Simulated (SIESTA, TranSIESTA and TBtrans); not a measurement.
Device: Ir chain with one S atom inserted. Leads: straight Ir chain, spacing 2.3 Å. Geometry: as built, not relaxed. Transport runs along z; the first 6 and the last 6 of the 21 atoms are the lead cells, repeated to infinity.

```xyz
21
Lattice="9.000 0.000 0.000 0.000 9.000 0.000 0.000 0.000 48.100" Properties=species:S:1:pos:R:3 pbc="F F T"
Ir     4.500     4.500     0.000
Ir     4.500     4.500     2.300
Ir     4.500     4.500     4.600
Ir     4.500     4.500     6.900
Ir     4.500     4.500     9.200
Ir     4.500     4.500    11.500
Ir     4.500     4.500    13.800
Ir     4.500     4.500    16.100
Ir     4.500     4.500    18.400
Ir     4.500     4.500    20.700
S      4.500     4.500    22.900
Ir     4.500     4.500    25.100
Ir     4.500     4.500    27.400
Ir     4.500     4.500    29.700
Ir     4.500     4.500    32.000
Ir     4.500     4.500    34.300
Ir     4.500     4.500    36.600
Ir     4.500     4.500    38.900
Ir     4.500     4.500    41.200
Ir     4.500     4.500    43.500
Ir     4.500     4.500    45.800
```
Starting moments (μB): atom 7 +1, atom 8 +1, atom 9 +1, atom 10 +1, atom 12 +1, atom 13 +1, atom 14 +1, atom 15 +1; lead atoms +1 (left) and +1 (right).

Run with TranSIESTA and TBtrans (open boundaries, self-consistent; PseudoDojo norm-conserving potentials, scalar-relativistic): Spin polarized, PAO.BasisSize DZP, PAO.EnergyShift 0.15 eV, XC.Authors PBE, Mesh.Cutoff 200 Ry, ElectronicTemperature 300 K, TS.Voltage 0.0 eV, TBT.Elecs.Eta 0.001 eV.

Energies count from the leads' Fermi level. Transmissions are for each spin. The energy step is 0.01 eV; narrower resonances are cut or missed.

| E (eV) | T up | T down |
|---|---|---|
| -0.20 | 2.69 | 2.57 |
| -0.15 | 2.69 | 2.57 |
| -0.10 | 2.68 | 2.58 |
| -0.05 | 2.67 | 2.60 |
| 0.00 | 2.66 | 2.61 |
| 0.05 | 2.64 | 2.63 |
| 0.10 | 2.63 | 2.62 |
| 0.15 | 2.62 | 2.61 |
| 0.20 | 2.61 | 2.60 |

Give the zero-bias conductance in μS and the resistance at 300 K.

At the Fermi level the mean of both spins is (2.66 + 2.61)/2 = 2.63. Averaged with −∂f/∂E over the full grid (kT = 25.9 meV) it is 2.63. With G0 = 2e²/h = 77.48 μS, G = 204 μS and R = 1/G = 4.90 kΩ.

The eigenchannels at the Fermi level (both spins) transmit 0.996, 0.996, 0.662, 0.939, 0.939, 0.688, 0.0234. What Fano factor of the shot noise follows at low temperature and bias?

F = Σ τ(1 − τ)/Σ τ = 0.584/5.24 = 0.11.

The magnetic order of the leads was set by the start, and no other order was tried; the separate lead runs end at 0.77 (left) and 0.77 (right) μB an atom. The straight chain is held at its spacing; free chains may zigzag or dimerise. Spin-orbit coupling, left out here, matters for the heavy atoms.
